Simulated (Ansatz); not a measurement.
# A computed series for WOF4: pressure series

The parent structure is WOF4 (space group I4, No. 79; a cell from a computed database, its experimental status unchecked; made of chains).

WOF₄ is taken in the tetragonal space group I4 (No. 79), Pearson symbol tI12. Conventional cell: a = b = 7.2103 Å, c = 3.9344 Å, α = β = γ = 90.00°. W on 2a has 1 O at 1.734 Å and 1 O at 2.200 Å and 4 F at 1.847 Å. O on 2a is coordinated by 1 W at 1.734 Å and 1 W at 2.200 Å (linear). F on 8c sees 1 W at 1.847 Å. (Neighbours: up to the widest gap in distance over summed covalent radii, below 1.35, at either atom; cation-cation and far metal-metal contacts left out.)
(The calculation used a cell of 6 atoms; values per cell refer to that cell.)

Cell and atoms are relaxed at each pressure.

Calculations: PBEsol, PAW, 420 eV (Ansatz, a program for electronic structure; no spin-orbit coupling).

Notes on the quantities. band gap: an upper bound: an edge found on the path is not a true extremum; the base alone.

```csv
change,volume per atom,c/a ratio,band gap
base,17.05 Å³,0.546,4.70 eV
pressure 0.9 GPa,(withheld),0.594,4.63 eV
pressure 2.1 GPa,13.19 Å³,(withheld),4.55 eV
pressure 4.5 GPa,(withheld),(withheld),4.44 eV
```

Complete the table.


- pressure 0.9 GPa, volume per atom: 14.28 Å³
- pressure 2.1 GPa, c/a ratio: 0.615
- pressure 4.5 GPa, volume per atom: 12.15 Å³
- pressure 4.5 GPa, c/a ratio: 0.636

Spin-orbit coupling, missing from the scalar runs, can matter with W. Load acts through the strain it causes; cell and atoms are relaxed under it. No phonon test of stability was made. No dispersion term is included in the PBEsol runs.
